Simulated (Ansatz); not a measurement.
Results of r²SCAN in Ansatz (plane waves, PAW) for Ge (P6₃/mmc, No. 194, 8 atoms in the cell; start mp-1091415; another form than the element's usual one).

Settings: plane-wave cutoff 560 eV, 18×18×4 k mesh (along the axes of the cell as run), Fermi–Dirac smearing 0.05 eV, scalar-relativistic PAW data made under PBE.

Cell (relaxed at this level):

```yaml
crystal:
  lattice:
    - [4.00365, 0.00000, 0.00000]
    - [-2.00183, 3.46727, 0.00000]
    - [0.00000, 0.00000, 13.15339]
  atoms:
    - { symbol: Ge, position: [0.00000, 0.00000, 0.40684] }
    - { symbol: Ge, position: [0.00000, 0.00000, 0.59316] }
    - { symbol: Ge, position: [0.00000, 0.00000, 0.90684] }
    - { symbol: Ge, position: [0.00000, 0.00000, 0.09316] }
    - { symbol: Ge, position: [0.33333, 0.66667, 0.34411] }
    - { symbol: Ge, position: [0.66667, 0.33333, 0.65589] }
    - { symbol: Ge, position: [0.66667, 0.33333, 0.84411] }
    - { symbol: Ge, position: [0.33333, 0.66667, 0.15589] }
```

Task: Give the computed band gap.

Result: 
- band gap = 0.27 eV (direct)

Spin–orbit coupling is not included.

Static lattice: no zero-point or thermal effects.

Computing time: roughly 2.1 core-minutes.

A start named mp-… is a Materials Project structure, which need not be a measured phase.

Ansatz is a first-principles code.
